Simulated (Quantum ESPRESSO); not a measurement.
Quantum ESPRESSO 7.5, DFT, PBE, plane waves, PseudoDojo 0.5 standard norm-conserving PBE (local tails restored to the Coulomb form): fcc Ni, 1 atom, spin-polarised from a ferromagnetic start (nspin = 2, starting_magnetization 0.1 on Ni). Basis and mesh were picked for this test and aren't claimed converged.

```fortran
&CONTROL
  calculation = 'scf'
  pseudo_dir = './pseudo'
  outdir = './out'
  tprnfor = .true.
  tstress = .false.
/
&SYSTEM
  ibrav = 0
  nat = 1
  ntyp = 1
  ecutwfc = 98.0
  ecutrho = 392.0
  occupations = 'smearing'
  smearing = 'mv'
  degauss = 0.02
  nspin = 2
  starting_magnetization(1) = 0.1
/
&ELECTRONS
  conv_thr = 1e-09
/
ATOMIC_SPECIES
Ni 58.6934 Ni.upf
CELL_PARAMETERS angstrom
  0.000000000000   1.762000000000   1.762000000000
  1.762000000000   0.000000000000   1.762000000000
  1.762000000000   1.762000000000   0.000000000000
ATOMIC_POSITIONS crystal
Ni   0.000000000000   0.000000000000   0.000000000000
K_POINTS automatic
15 15 15 0 0 0
```

The program reports k-points computed (for each spin): 120, bands: 13, electrons: 18, G-vectors of the density: 9721, FFT grid: 30×30×30, symmetry operations: 48.

Machine: one whole node, AMD EPYC (Zen 5), 96 cores on 1 socket, no SMT, 12 L3 cache groups; 94 cores' worth of CPU time may be used.

Wall times, medians of two to five repeats, each run alone on the node (launch to exit). Processes are pinned to neighbouring cores unless said otherwise. The build: conda-forge: Open MPI 5.0, OpenMP, OpenBLAS 0.3.34 (pthreads), FFTW, ScaLAPACK, ELPA; another build can shift the numbers. Scratch files lie in a memory file system.

Started as
```bash
OMP_NUM_THREADS=1 mpirun -np 48 pw.x -nk 48 -in pw.in
```
(48 ranks, -nk 48) it takes 1.7 s and 9 SCF iterations.

Question: Estimate the wall time with -nk 3.

Answer: About 2.6 s (3 runs within 1 %): 1.5× as long. The largest move is in FFTs of H·ψ (vloc_psi): 0.32 s to 0.96 s. Launch, exit and the like take 0.61 s of the 1.7 s. Change in the result: energy equal as printed, absolute magnetization equal as printed.
